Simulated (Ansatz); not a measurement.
## Al2O3, response to strain

The parent structure is Al$_{2}$O$_{3}$ in the corundum structure (space group R-3c, No. 167).

```xyz
10
Lattice="2.3646 1.3652 4.2972 -2.3646 1.3652 4.2972 0.0000 -2.7304 4.2972" Properties=species:S:1:pos:R:3 pbc="T T T"
Al     0.0000     0.0000     8.3535
Al     0.0000     0.0000     1.9076
Al     0.0000     0.0000     4.5382
Al     0.0000     0.0000    10.9840
O      0.7232     1.4777     5.3715
O     -1.6414    -0.1125     5.3715
O     -0.7232    -1.4777     7.5201
O     -0.9181     1.3652     7.5201
O      1.6414     0.1125     7.5201
O      0.9181    -1.3652     5.3715
```

Cartesian axes are those of the cell as printed.

Strains are applied to the cell and any free atomic positions relax; under biaxial strain the out-of-plane vector relaxes too.

Method: Kohn–Sham DFT with the LDA functional, run in Ansatz (a quantum-chemistry and plane-wave program) with PAW and 420 eV plane waves, no SOC.

Notes on the quantities. energy relative to the base: free energy F.

```csv
change,energy relative to the base,electron mass,band gap,volume per atom
base,0 meV/atom,"0.43 mₑ along c, 0.39 mₑ across (at Γ)",6.43 eV,8.32 Å³
"biaxial strain +0.75 %, plane normal [001], relaxed out of plane",+1.7 meV/atom,"0.43 mₑ out of plane, 0.38 mₑ in plane (at Γ)",6.19 eV,8.42 Å³
"biaxial strain +1.50 %, plane normal [001], relaxed out of plane",+6.8 meV/atom,"0.43 mₑ out of plane, 0.37 mₑ in plane (at Γ)",5.96 eV,8.51 Å³
"biaxial strain +2.25 %, plane normal [001], relaxed out of plane",+15 meV/atom,"0.43 mₑ out of plane, 0.37 mₑ in plane (at Γ)",5.72 eV,8.60 Å³
```

Effective masses come from finite differences of ±0.01 Å⁻¹. Stability against distortions was not tested.
